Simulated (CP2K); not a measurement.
Band structure of TaSeS (P3m1, 3 atoms in the cell).

```xyz
3
Lattice="3.4591 0.0000 0.0000 -1.7295 2.9957 0.0000 0.0000 0.0000 6.4479" Properties=species:S:1:pos:R:3 pbc="T T T"
Ta     0.0000     0.0000     0.0683
Se     1.7295     0.9985     4.7967
S      0.0000     1.9971     1.5829
```

Method: PBEsol, GPW, DZVP-MOLOPT-SR-GTH basis, GTH-PBE potentials (GTH_POTENTIALS) (CP2K).

Settings: CUTOFF = 500 Ry; REL_CUTOFF = 50 Ry; SMEAR/METHOD = GAUSSIAN; SIGMA = 0.272 eV; KPOINTS/SCHEME = MONKHORST-PACK 9 9 4; GAMMA_CENTERED = T; XC_FUNCTIONAL = PBE:PBESOL; Ta/BASIS_SET = DZVP-MOLOPT-SR-GTH-q13; Ta/POTENTIAL = GTH-PBE-q13; Se/BASIS_SET = DZVP-MOLOPT-SR-GTH-q6; Se/POTENTIAL = GTH-PBE-q6; S/BASIS_SET = DZVP-MOLOPT-SR-GTH-q6; S/POTENTIAL = GTH-PBE-q6; METHOD = GPW.

The starting cell comes from a database of computed structures (which also holds hypothetical and non-ambient phases and stackings), without a prior relaxation at this level. Its lattice was rescaled by a random factor within 2.5 % of one. Spin-orbit coupling is off. Spin polarisation is off; with an odd number of electrons in the cell that forces a metal, and a magnetic state may lie lower. Values carry the incompleteness of an atom-centred basis. The potentials were made for another functional than the one used.

Levels in eV from the Fermi level, bands 9 to 14:
```json
[
 {"point": "Γ", "9": "-3.45", "10": "-1.52", "11": "-0.26", "12": "-0.26", "13": "0.06", "14": "0.20"},
 {"point": "M", "9": "-4.11", "10": "-3.49", "11": "-3.14", "12": "-1.70", "13": "-0.88", "14": "2.28"},
 {"point": "K", "9": "-4.80", "10": "-3.62", "11": "-3.37", "12": "-3.15", "13": "1.36", "14": "1.70"},
 {"point": "A", "9": "-3.44", "10": "-3.37", "11": "-0.36", "12": "-0.36", "13": "0.19", "14": "0.19"},
 {"point": "L", "9": "-4.06", "10": "-3.57", "11": "-2.27", "12": "-1.51", "13": "-1.17", "14": "2.28"},
 {"point": "H", "9": "-4.92", "10": "-3.56", "11": "-3.34", "12": "-3.29", "13": "1.22", "14": "1.25"}
]
```

Bands cross the Fermi level along this path, so the cell is metallic at this level.

Higher empty bands are left out: an atom-centred basis made for the valence describes them poorly.
